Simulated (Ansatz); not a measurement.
Some atoms of an NVE trajectory of composition GaGe15, cell Ga4Ge60, brought to this temperature after a much hotter stage, at a temperature that wasn't checked against the liquidus, so perhaps supercooled [in the run: it was liquid; mean temperature 1071 K (target 1070 K); density 5.19 g/cm³]; time step 3.0 fs, velocity Verlet. Level of theory: PBE (plane waves, PAW; Ansatz, a program for electronic structure). On the run's last frame a denser k-mesh moved the forces by 0.100 eV/Å rms, the static pressure by 0.11 GPa and the free energy by 6 meV/atom, which is about how far such values are converged.

| atom | mass (u) | x y z (Å) | v (Å/fs) | F (eV/Å) |
|---|---|---|---|---|
| Ge9 | 72.630 | 3.11862 3.94612 5.89112 | -0.001622 -0.002462 -0.001181 | -0.2658 -0.4230 -0.5800 |
| Ge23 | 72.630 | 4.65384 4.39143 2.68223 | 0.005533 -0.004216 -0.004169 | 0.3520 -0.3666 0.3831 |
| Ge24 | 72.630 | 11.77669 6.51348 8.14322 | -0.001880 -0.003080 0.000396 | 0.0318 0.1603 0.1050 |
| Ge30 | 72.630 | 5.43519 12.35733 0.34771 | 0.002733 0.000347 -0.001142 | -0.0606 0.4839 -0.5161 |
| Ge45 | 72.630 | 0.07150 -0.63619 10.46156 | -0.005859 0.003120 0.003004 | -0.0245 -0.3307 0.0498 |
| Ge49 | 72.630 | 8.25306 3.61480 -3.05508 | -0.001217 0.002999 -0.000761 | 0.0623 -0.4441 -0.6194 |
| Ge52 | 72.630 | 4.40457 7.07712 2.25657 | -0.000930 0.004138 0.001913 | 0.3184 0.0982 0.2830 |
| Ge53 | 72.630 | 2.51608 9.04794 7.69493 | -0.000374 0.000448 -0.004580 | 0.1424 -0.2874 0.4823 |

Question: Give their positions one step later.

Answer: x' = x + vΔt + FΔt²/(2m), with 1 eV/(Å·u) = 0.0096485 Å/fs².
| atom | x' y' z' (Å) |
|---|---|
| Ge9 | 3.11360 3.93848 5.88723 |
| Ge23 | 4.67065 4.37856 2.66995 |
| Ge24 | 11.77107 6.50433 8.14447 |
| Ge30 | 5.44335 12.35866 0.34397 |
| Ge45 | 0.05391 -0.62702 10.47061 |
| Ge49 | 8.24945 3.62353 -3.05774 |
| Ge52 | 4.40197 7.08959 2.26248 |
| Ge53 | 2.51505 9.04912 7.68148 |
